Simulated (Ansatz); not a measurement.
Results of revPBE (plane waves, PAW; Ansatz, a quantum-chemistry and plane-wave program) for Al2Cu (I4/mcm, No. 140).

Run with plane-wave cutoff 520 eV, 14×14×14 k mesh, Fermi–Dirac smearing 0.05 eV, no spin polarisation, scalar-relativistic PAW data made under PBE.

Computed points:

| V (Å³/atom) | E − E_lowest (meV/atom) |
|---|---|
| 14.569 | 7.82 |
| 14.872 | 1.89 |
| 15.176 | 0.00 |
| 15.479 | 1.74 |
| 15.783 | 6.73 |

### Question
Fit the third-order Birch–Murnaghan equation and give B0 and B′.

### Answer
V0 = 15.176 Å³/atom, B0 = 95.6 GPa, B′ = 4.5 (fit to the energies at full precision).

Shape and atoms are relaxed at each volume.

Note: the bulk modulus comes from volumes at which shape and atoms were relaxed.
